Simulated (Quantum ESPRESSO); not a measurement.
Worked example: self-consistent single point of Ca (Fm-3m, 1 atom in the cell) in Quantum ESPRESSO.

Level of theory: PBEsol, PSlibrary ultrasoft (PBE, semicore) pseudopotentials (plane waves; Quantum ESPRESSO).

```
Ca
1.0
   -2.79837     0.00000     2.79837
    0.00000     2.79837     2.79837
   -2.79837     2.79837     0.00000
Ca
1
Cartesian
  0.00000   0.00000   0.00000
```

Reference input (self-consistent single point, DFT, PBEsol, plane waves, PseudoDojo standard norm-conserving (PBESOL) pseudopotentials): ecutwfc = 70 Ry; occupations = smearing; smearing = gaussian; degauss = 0.0073499 Ry; potentials = {Ca: Ca.upf}; K_POINTS = automatic 7 7 7 0 0 0; conv_thr = 1e-10 Ry. This run's input differs from it in these lines:

```diff
@@ -13,3 +13,4 @@
     ntyp = 1,
-    ecutwfc = 70,
+    ecutwfc = 60,
+    ecutrho = 360,
     occupations = 'smearing',
@@ -17,2 +18,3 @@
     degauss = 0.0073499,
+    input_dft = 'pbesol',
 /
@@ -22,3 +24,3 @@
 ATOMIC_SPECIES
-Ca    40.0780  Ca.upf
+Ca    40.0780  Ca.pbe-spn-rrkjus_psl.1.0.0.UPF
 ATOMIC_POSITIONS {crystal}
```

The program printed (abridged):

```
     Self-consistent Calculation

     iteration #  1     ecut=    60.00 Ry     beta= 0.70

     Threshold (ethr) on eigenvalues was too large:
     Diagonalizing with lowered threshold

     c_bands:  1 eigenvalues not converged
     c_bands:  1 eigenvalues not converged
     c_bands:  1 eigenvalues not converged
     c_bands:  5 eigenvalues not converged
     c_bands:  5 eigenvalues not converged
     c_bands:  1 eigenvalues not converged
     c_bands:  5 eigenvalues not converged
     c_bands:  1 eigenvalues not converged
     c_bands:  1 eigenvalues not converged
     c_bands:  5 eigenvalues not converged

   [... lines left out ...]

     total energy              =     -74.92445048 Ry
     estimated scf accuracy    <       0.00010405 Ry

     iteration #  3     ecut=    60.00 Ry     beta= 0.70
     c_bands:  1 eigenvalues not converged
     c_bands:  1 eigenvalues not converged

     total energy              =     -74.92446224 Ry
     estimated scf accuracy    <       0.00000237 Ry

   [... 4 blocks of this kind left out ...]

     iteration #  8     ecut=    60.00 Ry     beta= 0.70

     total energy              =     -74.92446478 Ry
     estimated scf accuracy    <          2.8E-10 Ry

     iteration #  9     ecut=    60.00 Ry     beta= 0.70
     End of self-consistent calculation

     the Fermi energy is     4.7071 ev

!    total energy              =     -74.92446478 Ry
     estimated scf accuracy    <          3.1E-11 Ry
     smearing contrib. (-TS)   =      -0.00035079 Ry
     internal energy E=F+TS    =     -74.92411399 Ry

     convergence has been achieved in   9 iterations

     Forces acting on atoms (cartesian axes, Ry/au):

     atom    1 type  1   force =     0.00000000    0.00000000    0.00000000

     Total force =     0.000000     Total SCF correction =     0.000000

          total   stress  (Ry/bohr**3)                   (kbar)     P=      -11.80
  -0.00008022  -0.00000000   0.00000000          -11.80       -0.00        0.00
  -0.00000000  -0.00008022  -0.00000000           -0.00      -11.80       -0.00
   0.00000000  -0.00000000  -0.00008022            0.00       -0.00      -11.80

   JOB DONE.
```

The run converged in 9 iterations. Against the reference run the pressure moves little (-1.20 to -1.18 GPa). The full log also holds: “c_bands:  5 eigenvalues not converged”.

The starting cell has typed, rounded lattice constants, without a prior relaxation at this level. Its lattice was rescaled by up to half a per cent.
